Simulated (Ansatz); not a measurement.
# ZrGe (model structure, started from the rocksalt type, Fm-3m, No. 225, 2 atoms in the cell)

Computed with r²SCAN in Ansatz (plane waves, PAW).

Numerical settings: plane-wave cutoff 500 eV, 12×12×12 k mesh, Fermi–Dirac smearing 0.05 eV, scalar-relativistic PAW data made under PBE.

Cell (relaxed at this level):

ZrGe is taken in the cubic space group Fm-3m (No. 225), the rock salt structure, Pearson symbol cF8. Conventional cell: a = b = c = 5.4710 Å, α = β = γ = 90.00°. Ge on 4a sees 6 Zr at 2.736 Å (octahedral). Zr on 4b has 6 Ge at 2.736 Å (octahedral). (Neighbours: up to the widest gap in distance over summed covalent radii, below 1.35, at either atom; cation-cation and far metal-metal contacts left out.)
(The calculation used a cell of 2 atoms; values per cell refer to that cell.)

band gap: none

Note: the relaxation could raise the start's symmetry but not lower it, so the cell can be a saddle point.

Spin–orbit coupling is not included.

A model structure was made by putting elements into a prototype or built by hand; it is no filed structure, need not be a known phase, and can be a saddle point held by its symmetry.

Ansatz is a program for electronic structure.
